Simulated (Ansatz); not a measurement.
Base system: ZnS in the zinc blende structure (space group F-43m, No. 216; a = 5.357 Å).

Computed with PBEsol in Ansatz (plane waves to 420 eV, PAW, no spin-orbit coupling).

One change was made to it. Results:

The electron mass goes from 0.17 mₑ (at Γ) to 1.4 mₑ along k, 0.29 mₑ across (at X); the band gap grows by 0.057 eV, from 2.09 eV to 2.14 eV; the width of the top valence band increases by 1.65 eV (2.86 eV → 4.51 eV); the density goes up by 1.765 g/cm³ (4.21 g/cm³ → 5.98 g/cm³).

Question: Name the change that was made.
A) pressure −2 GPa
B) pressure 9 GPa
C) pressure 60 GPa

Answer: C, pressure 60 GPa. For comparison, the band gap in the other runs: pressure 9 GPa gives 2.49 eV; pressure −2 GPa gives 1.97 eV.

Load acts through the strain it causes; cell and atoms are relaxed under it. Effective masses come from finite differences of ±0.01 Å⁻¹. Along k means along the line from Γ to the band edge. Whether these cells are dynamically stable was not tested. Measured, ZnS leaves this structure (for rock salt) near 14.7 GPa (temperature not stated; as listed in Datta, Sujoy, Jana, Debnarayan, arXiv (2020)), on rising pressure, with hysteresis.

Ansatz is a program for electronic structure.
